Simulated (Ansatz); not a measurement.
```
ZrAlCo4
1.0
    0.00000     3.37860     3.37860
    3.37860     0.00000     3.37860
    3.37860     3.37860     0.00000
Zr Al Co
1 1 4
Cartesian
  0.00000   0.00000   0.00000
  5.06791   5.06791   5.06791
  2.54537   2.54537   2.54537
  2.54537   4.21184   4.21184
  4.21184   4.21184   2.54537
  4.21184   2.54537   4.21184
```
Moments meant for the start (each program seeds them in its own way; μB, in the order of the atoms Zr Al Co Co Co Co): 0.0 0.0 3.0 3.0 3.0 3.0.

Level of theory: LDA (PW92), PAW files made with PBE (plane waves; Ansatz, a first-principles code).

The set-up and first iterations of an Ansatz log for ZrAlCo₄ (F-43m, 6 atoms in the cell):

```
WARN basis.ecutwfc = 420 eV, the default
WARN ansatz: RAYON_NUM_THREADS=1 ignored (pool sized by the plan → 1); use --threads N
Pseudopotentials: kind: paw
Pseudopotential: Zr, paw, valence charge 12
Pseudopotential: Al, paw, valence charge 3
Pseudopotential: Co, paw, valence charge 17
Crystal: 6 atoms, lattice volume = 77.133 Å³
Basis set: ecut = 420 eV, 1459 PW (Γ)
Bands: 57, of which v1, the nominal top of the filled ones, is band 42 counted from 1 (41 counted from 0)
Symmetry: 24 space group operations
Space group: F-43m (ITA 216), of the structure as read, at distance tolerance 4.3e-5 Å
Magnetic group: BNS 216.74 (UNI 1576), of the structure as read, at distance tolerance 4.3e-5 Å
k-points: 20 of 343 (time reversal used)
PAW frozen core: Zr, regenerated for the run's functional, and the local potential with it
PAW frozen core: Al, regenerated for the run's functional, and the local potential with it
PAW frozen core: Co, regenerated for the run's functional, and the local potential with it
Initial density: superposition of atomic densities (chi_scale 0.1, normalization cell, long waves kept (reshape's long-wave potential 0.00 eV rms))
Starting moments: Σ|m| = 12 μB on 4 of 6 sites
Initial wavefunctions: pseudopotential atomic-orbital guess
Eigensolver: davidson
Functional: x = slater, c = lda
SCF iter   1: F=—  HF=-24847.333552 eV  |F-HF|=—  |Δ(HF+E_count)|=         —  Δρ=2.34e-1 (↑2.34e-1 ↓8.70e-2)  dr2=1.51e1  dr2_m=1.74e1  M=4.911 μB ∫|m|=5.662 μB  β_m=0.30  ethr=3.10e-3  ⟨swp⟩=6.0  Hψ=7820  notcnv=0  defer=3
Mixer restart at iter 1: flushing history
all-band conjugate gradients solve this SCF's bands
preconditioner: auto → Kerker (q_TF=auto, 2.762 Å⁻¹)
spin=Collinear: Kerker preconditioning applied to the charge; magnetization (m = ρ↑ − ρ↓) channel mixes plain (no charge-response kernel on spin).
SCF iter   2: F=—  HF=-24840.286707 eV  |F-HF|=—  |Δ(HF+E_count)|=    7.05e0  Δρ=1.09e-1 (↑9.75e-2 ↓1.09e-1)  dr2=8.78e-1  dr2_m=7.40e0  M=5.070 μB ∫|m|=5.803 μB  β_m=0.43  ethr=3.10e-3  ⟨swp⟩=3.0  Hψ=4644  notcnv=0  defer=275
SCF iter   3: F=—  HF=-24842.369597 eV  |F-HF|=—  |Δ(HF+E_count)|=         —  Δρ=9.01e-2 (↑7.87e-2 ↓9.01e-2)  dr2=8.63e-1  dr2_m=4.97e0  M=3.881 μB ∫|m|=4.670 μB  β_m=0.43  ethr=1.06e-3  ⟨swp⟩=3.0  Hψ=4035  notcnv=0  defer=272
Mixer restart at iter 3: flushing history
SCF iter   4: F=—  HF=-24842.999445 eV  |F-HF|=—  |Δ(HF+E_count)|=   6.30e-1  Δρ=7.37e-2 (↑4.27e-2 ↓7.37e-2)  dr2=1.45e0  dr2_m=2.34e0  M=3.543 μB ∫|m|=4.330 μB  β_m=0.71  ethr=1.04e-3  ⟨swp⟩=2.0  Hψ=2631  notcnv=0  defer=274
   [... lines left out ...]
```

Q: Will this run converge, and how will it end?

A: The run converged, with 66 iterations in all over 2 SCF loops. Its thresholds were met; that alone does not show that basis and mesh suffice. It ends on: free energy E − TS (on the zero of these files) -24843.6704 eV; Fermi level (on the code's own zero) 16.06 eV; pressure -14.42 GPa; largest force (vector length) 0.040 eV/Å; size of the cell's spin moment 0.85 μB. The log goes on:

```
   [... lines left out ...]
SCF iter  15: F=—  HF=-24843.670417 eV  |F-HF|=—  |Δ(HF+E_count)|=   8.80e-9  Δρ=7.63e-6 (↑6.85e-6 ↓7.63e-6)  dr2=1.46e-9  dr2_m=3.69e-8  M=0.846 μB ∫|m|=1.126 μB  β_m=0.99  ethr=3.77e-10  ⟨swp⟩=2.2  Hψ=2937  notcnv=0  defer=270
SCF iter  16: F=—  HF=-24843.670417 eV  |F-HF|=—  |Δ(HF+E_count)|=   2.23e-9  Δρ=1.62e-6 (↑1.62e-6 ↓7.88e-7)  dr2=3.54e-9  dr2_m=1.39e-10  M=0.846 μB ∫|m|=1.126 μB  β_m=1.00  ethr=1.76e-12  ⟨swp⟩=2.1  Hψ=3878  notcnv=0  defer=270
SCF iter  17: F=-24843.670417 eV  HF=-24843.670417 eV  |F-HF|=1.54e-9  |Δ(HF+E_count)|=  2.98e-10  Δρ=9.10e-7 (↑7.16e-7 ↓9.10e-7)  dr2=1.66e-9  dr2_m=7.19e-12  M=0.846 μB ∫|m|=1.126 μB  ethr=1.76e-12  ⟨swp⟩=7.2  Hψ=9331  notcnv=0
SCF 1 converged in 17 iterations: F = -24843.670417 eV  dr2 = 1.66e-9
Crystal: 6 atoms, lattice volume = 77.133 Å³
Starting moments: Σ|m| = 14 μB on 5 of 6 sites
SCF iter   1: F=—  HF=-24842.211669 eV  |F-HF|=—  |Δ(HF+E_count)|=         —  Δρ=1.35e-1 (↑1.35e-1 ↓7.18e-2)  dr2=3.72e0  dr2_m=7.03e0  M=6.430 μB ∫|m|=8.006 μB  β_m=0.30  ethr=3.10e-3  ⟨swp⟩=5.9  Hψ=7851  notcnv=0  defer=4
preconditioner: auto → Kerker (q_TF=auto, 2.762 Å⁻¹)
spin=Collinear: Kerker preconditioning applied to the charge; magnetization (m = ρ↑ − ρ↓) channel mixes plain (no charge-response kernel on spin).
SCF iter   2: F=—  HF=-24842.543783 eV  |F-HF|=—  |Δ(HF+E_count)|=   3.32e-1  Δρ=1.21e-1 (↑8.00e-2 ↓1.21e-1)  dr2=2.98e0  dr2_m=7.01e0  M=5.267 μB ∫|m|=6.794 μB  β_m=0.30  ethr=3.10e-3  ⟨swp⟩=2.5  Hψ=3891  notcnv=0  defer=269
   [... lines left out ...]
spin-set hold released at iteration 11 (site moments contracting)
WARN: the starting moments were not kept: the SCF closed with an absolute magnetisation of 1.1e0 μB, where they sum to 12 μB in size (4 sites) …
Absolute magnetization: 1.1257 μB (∫|ρ↑−ρ↓|, with the PAW one-centre terms)
Free energy (F): -24843.670417 eV
Fermi energy:    16.064325 eV
   [... lines left out ...]
  atom   5  Co     0.02336609     0.02336609    -0.02336609
  atom   6  Co     0.02336609    -0.02336609     0.02336609
--- Stress (GPa, compression-positive) ---
      -14.421195       0.000000       0.000000
       -0.000000     -14.421195      -0.000000
        0.000000      -0.000000     -14.421195
  P = ⅓ Tr σ = -14.4212 GPa (-144.212 kbar)
  The stress holds the Pulay correction. Without it, at fixed plane waves, as pw.x and ABINIT print it: P = -14.4987 GPa
```

For comparison: a first run (DFT, PBEsol, plane waves, PAW files made with PBE) was changed to give this one (hamiltonian.xc: pbesol → lda), and from it to this one the pressure goes from -6.60 to -14.42 GPa, the largest force goes from 0.206 to 0.040 eV/Å and the size of the net moment goes from 0.51 to 0.14 μB/atom.

The starting cell comes from a database of computed structures (which also holds hypothetical and non-ambient phases and stackings), without a prior relaxation at this level. The moments shrank to a small part of their start, a low-spin state that need not be the lowest. The program warned that a starting moment was not kept. With a pressure of about -14 GPa the cell is away from its equilibrium volume at this level. Ansatz's pressure includes its estimate of the finite-basis (Pulay) stress.

The run was DFT, LDA (PW92), plane waves, PAW files made with PBE. Main settings of its input:

* **kpoints.mp_grid.grid**: 7 7 7
* **hamiltonian.xc**: lda
* **hamiltonian.pseudopotentials**: {kind: paw} (the program's default PAW files)
* **magnetization.spin_polarized**: true
* **scf.occupations.method**: gaussian
* **scf.occupations.width**: 0.05 eV

Keys are those of Ansatz 0.2.
